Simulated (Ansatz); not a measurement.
## A computed series for LaB6: pressure series

Consider LaB6 (space group Pm-3m, No. 221; a = 4.1297 Å).

Cell and atoms are relaxed at each pressure.

Method: PBEsol (Ansatz, a quantum-chemistry and plane-wave program), no spin-orbit coupling, earlier PAW set.

Notes on the quantities. enthalpy: H = E + PV relative to the base's energy.

```json
[
 {"variant": "base", "enthalpy": "–", "shortest interatomic distance": "1.649 Å", "density": "4.80 g/cm³"},
 {"variant": "pressure −2 GPa", "enthalpy": "-0.13 eV/atom", "shortest interatomic distance": "1.656 Å", "density": "4.75 g/cm³"},
 {"variant": "pressure −1 GPa", "enthalpy": "-0.06 eV/atom", "shortest interatomic distance": "1.653 Å", "density": "4.78 g/cm³"},
 {"variant": "pressure 1.8 GPa", "enthalpy": "+0.11 eV/atom", "shortest interatomic distance": "1.642 Å", "density": "4.85 g/cm³"},
 {"variant": "pressure 4.2 GPa", "enthalpy": "+0.26 eV/atom", "shortest interatomic distance": "1.634 Å", "density": "4.91 g/cm³"},
 {"variant": "pressure 9 GPa", "enthalpy": "+0.55 eV/atom", "shortest interatomic distance": "___", "density": "___"},
 {"variant": "pressure 18 GPa", "enthalpy": "+1.08 eV/atom", "shortest interatomic distance": "1.594 Å", "density": "5.23 g/cm³"},
 {"variant": "pressure 30 GPa", "enthalpy": "+1.76 eV/atom", "shortest interatomic distance": "1.567 Å", "density": "5.48 g/cm³"},
 {"variant": "pressure 45 GPa", "enthalpy": "+2.56 eV/atom", "shortest interatomic distance": "1.538 Å", "density": "5.75 g/cm³"},
 {"variant": "pressure 60 GPa", "enthalpy": "+3.33 eV/atom", "shortest interatomic distance": "1.514 Å", "density": "6.00 g/cm³"}
]
```

Problem. What belongs in the blanks?

Solution. 
- pressure 9 GPa, shortest interatomic distance: 1.619 Å
- pressure 9 GPa, density: 5.03 g/cm³

Load acts through the strain it causes; cell and atoms are relaxed under it. No phonon test of stability was made. Competing high-pressure phases were not computed. The final runs are not spin-polarised. An odd electron count without spin: LaB6.
